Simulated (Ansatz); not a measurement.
# Bi2Te3: pressure series

Base system: Bi2Te3 in the Bi2Te3 type structure (space group R-3m, No. 166; a = 4.315 Å, c = 29.619 Å (hexagonal axes)).

Cell and atoms are relaxed at each pressure.

Computed with PBEsol-D3(BJ) in Ansatz (plane waves to 420 eV, PAW, no spin-orbit coupling).

Computed cases, in order: pressure −1 GPa; 0 GPa (base); pressure 0.3 GPa; pressure 0.7 GPa; pressure 1.5 GPa; pressure 3 GPa; pressure 5 GPa; pressure 7.5 GPa; pressure 10 GPa.

Task: Between which two neighbouring cases does the band gap open or close?

Result: Between pressure 5 GPa (0.14 eV) and pressure 7.5 GPa (zero). The whole series: pressure −1 GPa: 0.18 eV; 0 GPa (base): 0.18 eV; pressure 0.3 GPa: 0.18 eV; pressure 0.7 GPa: 0.18 eV; pressure 1.5 GPa: 0.18 eV; pressure 3 GPa: 0.18 eV; pressure 5 GPa: 0.14 eV; pressure 7.5 GPa: zero; pressure 10 GPa: zero.

The mesh was chosen for an insulator and is coarse for the gapless case. With Bi and Te present, leaving out spin-orbit coupling can change the band edges. Load acts through the strain it causes; cell and atoms are relaxed under it. Stability against distortions was not tested. Competing high-pressure phases were not computed. All final runs are without spin polarisation. The zero or small gap of Bi2Te3 can change with the level of theory.

Ansatz is a program for electronic structure.
